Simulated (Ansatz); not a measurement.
The parent structure is NaCl in the rock salt structure (space group Fm-3m, No. 225; a = 5.6015 Å). Axes: x, y, z lie along the cube axes.

Level of theory: PBEsol (Ansatz, a first-principles code; PAW; 420 eV plane waves; without spin-orbit coupling).

Before the change:

| Item | Result |
|---|---|
| Pressure | 0.1 kbar |
| Volume per atom | 21.97 Å³ |
| Band gap | 5.01 eV |

The change: compressive biaxial strain of 3.00 % in the plane normal to [001], as in epitaxy on a mismatched substrate; the out-of-plane cell vector and the atoms relax.

How does this affect the pressure?

The pressure (mean of the normal stresses, compression positive) grows by 15.2 kbar (0.1 kbar → 15.3 kbar).

How does this affect the volume per atom?

The volume per atom drops by 1.02 Å³, from 21.97 Å³ to 20.95 Å³.

Estimate the effect on the band gap.

The band gap increases by 0.17 eV (5.01 eV → 5.18 eV).

No phonon test of stability was made.
